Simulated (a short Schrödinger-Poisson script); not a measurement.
# Symmetric double-gate stack, SiO2 on p-type InP

System: symmetric double-gate stack, SiO2 on p-type InP, at 77 K.

```csv
layer,material,thickness (nm),Na (cm⁻³)
1,SiO2,3.9,-
2,InP,4,3e15
3,SiO2,3.9,-
```

Constants are typed, rounded textbook-type inputs, not results; the design itself was drawn at random and stands for no fabricated device. SiO2: permittivity 3.9, conduction-band edge (eV) 3.48, gap (eV) 9, electron mass (mₑ) 0.5. InP: permittivity 12.5, conduction-band edge (eV) 0, gap (eV) 1.344, Nv at 300 K (cm⁻³) 1.1e19.

Channel valleys (confinement mass, in-plane density-of-states mass, number): Γ 0.08, 0.08, 1. At the gates, both at one voltage, the conduction-band edge of layer 1 lies 3.74 eV − eVg above the Fermi level of the channel. Gaps are held at their typed values at every temperature. Mesh 0.03 nm at interfaces.

Solved with a short Schrödinger-Poisson script written for these runs: 1D Poisson equation in equilibrium, electrons quantum, Hartree (BenDaniel-Duke, 12 states a valley, the channel's in-plane mass for all, wave functions ending at the dielectric), parabolic valleys, classical holes, full ionisation, no traps, pinning or gate leakage.

```tsv
Vg (V)	electrons (cm⁻²)	C (μF/cm²)	Γ E0 (meV)	Γ E1 (meV)
0.6	3.69e11	1.18	-9.6	870.7
0.9	2.69e12	1.24	-80.4	795.8
1.2	5.01e12	1.24	-150.0	721.9
1.5	7.34e12	1.24	-219.7	648.0
1.8	9.67e12	1.24	-289.4	574.1
2.1	1.20e13	1.24	-359.1	500.2
2.4	1.43e13	1.24	-428.8	426.3
```

Gate voltages with under 1e6 electrons/cm² are left out.

Subbands count from the Fermi level. The capacitance is that of both gates.

Above a few 1e12 electrons/cm² a light Γ valley is non-parabolic and upper valleys begin to fill, which the model leaves out.
